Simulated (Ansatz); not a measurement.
Cell and atoms of amorphous Al28O44Ge:

```xyz
73
Lattice="9.0519 -0.0884 0.0514 -0.0884 9.8657 -0.0515 0.0514 -0.0515 9.0394" Properties=species:S:1:pos:R:3 pbc="T T T"
Al     1.6057     8.5989     6.4601
Al     1.7529     3.1878     3.6183
Al     4.4467     6.0434     8.7241
Al     7.1320     5.7096     1.2445
Al     4.7163     8.5764     3.8623
Al     7.4759     8.3798     5.8505
Al     0.2699     1.2075     1.4483
Al     2.9707     6.0441     2.7140
Al     4.6333     1.2981     0.0659
Al     4.7802     8.7886     7.0587
Al     2.9075     0.8987     2.5672
Al     3.6959     3.4072     7.0920
Al     7.2558     3.1966     0.1448
Al     7.8169     5.4684     7.0328
Al     2.7715     3.4956     0.6102
Al     7.7242     8.5394     2.7037
Al     4.8081     3.2717     2.6614
Al     7.5064     0.9817     7.5145
Al     7.7393     3.4645     2.9669
Al     0.0291     1.0069     4.5795
Al     4.8645     8.2463     1.2066
Al     0.8537     3.4171     7.3189
Al     0.3080     6.4518     3.6271
Al     2.1092     8.2667     1.2093
Al     3.2562     1.3358     5.3649
Al     1.8981     5.4787     5.6688
Al     5.8702     1.7205     4.9947
Al     4.9018     6.2229     5.6503
O      4.7155     0.4545     4.4185
O      8.4574     2.4779     7.7824
O      6.2447     1.8388     8.5674
O      4.5756     9.3231     8.8744
O      4.3783     7.0539     7.2674
O      1.8823     0.8564     4.1886
O      4.4015     1.7190     1.7717
O      5.6585     8.0360     5.3509
O      8.1353     7.6386     4.1936
O      5.7882     6.7433     0.6333
O      8.1781     7.5377     1.2218
O      2.0958     2.7014     6.2268
O      6.5311     9.3192     7.1737
O      4.3111     4.3529     8.5001
O      6.4358     5.4218     6.0043
O      0.0967     9.5171     5.9609
O      7.4465     1.1616     5.5627
O      3.5259     4.4853     2.0133
O      3.3965     7.0013     0.9184
O      0.3299     4.8834     6.3635
O      1.6706     0.0751     1.3929
O      1.5026     7.1592     5.4285
O      1.4791     7.1061     2.4523
O      8.1623     5.2759     2.7718
O      5.9955     8.5963     2.5548
O      3.4698     2.7289     3.9099
O      1.3750     8.1380     8.3450
O      4.1332     6.7324     3.9233
O      3.5452     8.9788     2.4080
O      0.0281     2.8112     4.0070
O      6.2106     2.9545     3.7932
O      7.6841     4.8834     8.7133
O      1.6520     5.0511     3.8931
O      8.5413     0.2495     2.9781
O      1.7643     2.4551     1.9135
O      3.3049     2.1171     8.4935
O      3.1578     9.5093     6.3813
O      1.6270     4.1993     8.6471
O      8.0605     7.2751     7.2676
O      6.2582     4.0634     1.5980
O      8.2182     2.5186     1.4870
O      3.5446     4.9549     5.9985
O      8.4787     0.1221     9.0044
O      4.7037     2.1967     6.2337
Ge     8.6596     8.2438     8.6861
```

The numbers are results of PBE, scalar-relativistic without spin-orbit coupling (plane waves to 420 eV, PAW; Ansatz, a program for electronic structure), not measurements.

It comes from a melt-quench run on a machine-learned potential (CHGNet), relaxed afterwards by DFT. O atoms were pushed apart under 1.9 Å during the dynamics, to hinder bonds among them. The hot cell started wider than the set density and was brought back towards it in steps. It is the lowest in DFT energy of 2 quenches. It is a model cell: composition and starting density were chosen by hand, and all elements were melted together. No dispersion term was used. Its density started from a set value of 3.15 and ended at 3.15 g/cm³. The quench (nominally 340 K/ps over its main leg) was far faster than any real one, so the model tends to hold more defects than a real film. One small periodic cell is one sample of the glass; other quenches scatter about these values. The volume was held where the preparation left it and the shape relaxed, at a PBE pressure of -1.7 GPa (tension). Stress components on the final sampling reach 1.7 GPa.

Cut-offs for bonds: Al-Al 2.66 Å, Al-O 2.44 Å, Al-Ge 2.65 Å, O-O 1.58 Å, O-Ge 2.23 Å, Ge-Ge 2.81 Å. Two cations that share two anions don't count as bonded, nor two that share one unless they lie closer than Al-Al 2.59 Å, Al-Ge 2.58 Å, Ge-Ge 2.57 Å.

Task: Give the coordination numbers, mean bond lengths and angles.

Result: 
| Quantity | Result |
|---|---|
| Mean coordination of Al by anions | 4.79 (8 with 4, 18 with 5, 2 with 6) |
| Mean coordination of O | 3.14 (2 with 2, 34 with 3, 8 with 4) |
| Mean coordination of Ge by anions | 4.00 (1 with 4) |
| Mean Al-O bond | 1.878 Å (spread 0.113 Å, 134 counted) |
| Mean O-Ge bond | 1.801 Å (spread 0.012 Å, 4 counted) |
| Bond angle at Al | mean 106.6°, spread 24.5° |
| Bond angle at O | mean 114.5°, spread 17.6° |
| Bond angle at Ge | mean 109.3°, spread 8.7° |

Task: List the pairs of like atoms that count as bonded by the rules above.

Result: There are none by these rules.
